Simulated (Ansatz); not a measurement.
Wurtzite MgS (model structure), treated with HSE06 (plane waves, PAW; Ansatz, an electronic-structure program).

Settings: plane-wave cutoff 500 eV, 6×6×4 k mesh (along the axes of the cell as run), gaussian smearing 0.02 eV, scalar-relativistic PAW data made under PBE.

Cell (relaxed at this level):

```cif
data_Mg2S2
_chemical_formula_sum 'Mg2 S2'
_space_group_name_H-M_alt 'P 1'
_space_group_IT_number 1
_cell_length_a 4.02702
_cell_length_b 4.02702
_cell_length_c 6.45992
_cell_angle_alpha 90.000
_cell_angle_beta 90.000
_cell_angle_gamma 120.000
loop_
_space_group_symop_operation_xyz
  'x, y, z'
loop_
_atom_site_label
_atom_site_type_symbol
_atom_site_fract_x
_atom_site_fract_y
_atom_site_fract_z
_atom_site_occupancy
Mg1 Mg 0.33333 0.66667 0.99837 1
Mg2 Mg 0.66667 0.33333 0.49837 1
S1 S 0.33333 0.66667 0.37863 1
S2 S 0.66667 0.33333 0.87863 1
```

### Question
Estimate the band gap that the calculation returns.

### Answer

band gap: 4.54 eV (on the SCF k mesh)

Note: the relaxation could raise the start's symmetry but not lower it, so the cell can be a saddle point.

The computed numbers hold no vibrational or temperature effects.

A model structure was made by putting elements into a prototype or built by hand; it is no filed structure, need not be a known phase, and can be a saddle point held by its symmetry.
